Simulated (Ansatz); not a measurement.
Consider BaF2 in the fluorite structure (space group Fm-3m, No. 225).

```xyz
3
Lattice="0.0000 3.0687 3.0687 3.0687 0.0000 3.0687 3.0687 3.0687 0.0000" Properties=species:S:1:pos:R:3 pbc="T T T"
Ba     0.0000     0.0000     0.0000
F      1.5344     1.5344     1.5344
F      4.6031     4.6031     4.6031
```

Levels (all Ansatz, an electronic-structure program, PAW): PBEsol (420 eV, without spin-orbit coupling); HSE06 (420 eV, spin-orbit coupling left out).

Its gap is 6.83 eV with PBEsol and 8.89 eV with HSE06.

One thing is altered: a fraction x = 0.5 of the Ba sites is given to Ca, ordered in a cell of 6 atoms (starting symmetry P4/mmm) and fully relaxed.

With PBEsol the gap becomes 6.23 eV.

**Question.** If the HSE06 correction stayed the same, what would the HSE06 gap be, and what does the HSE06 run give?

**Answer.** A rigid correction of +2.06 eV gives 8.29 eV. The HSE06 run gives 8.29 eV, so the two effects roughly add.

Single points use the geometry relaxed with PBEsol. The hybrid gap comes from the SCF mesh plus the semilocal run's edge points and a few special points and is an upper bound. Each cell is one ordered arrangement of few atoms, which overstates ordering effects compared with a random alloy. Stability against distortions was not tested.
